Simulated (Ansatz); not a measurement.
# AlN, pressure series

Take AlN in the wurtzite structure (space group P6_3mc, No. 186) as the base.

```
AlN
1.0
    3.11382     0.00000     0.00000
   -1.55691     2.69665     0.00000
    0.00000     0.00000     4.98358
Al N
2 2
Direct
  0.33333   0.66667   0.99641
  0.66667   0.33333   0.49641
  0.33333   0.66667   0.37839
  0.66667   0.33333   0.87839
```

Cell and atoms are relaxed at each pressure.

Calculations: PBEsol (Ansatz, an electronic-structure program; PAW; 420 eV plane waves; spin-orbit coupling left out).

Candidates:
(a) pressure 30 GPa
(b) pressure 0.9 GPa
(c) pressure 4.5 GPa

For the base:

```
Property    Value
--------  -------
Band gap  4.09 eV
```

Question: Order them by band gap, highest first.

Answer: (a) pressure 30 GPa (4.91 eV), (c) pressure 4.5 GPa (4.27 eV), (b) pressure 0.9 GPa (4.13 eV)

Load acts through the strain it causes; cell and atoms are relaxed under it. Stability against distortions was not tested. Measured, AlN leaves this structure (for rock salt) near 14 GPa (temperature not stated; as listed in Datta, Sujoy, Jana, Debnarayan, arXiv (2020)), on rising pressure, with hysteresis.
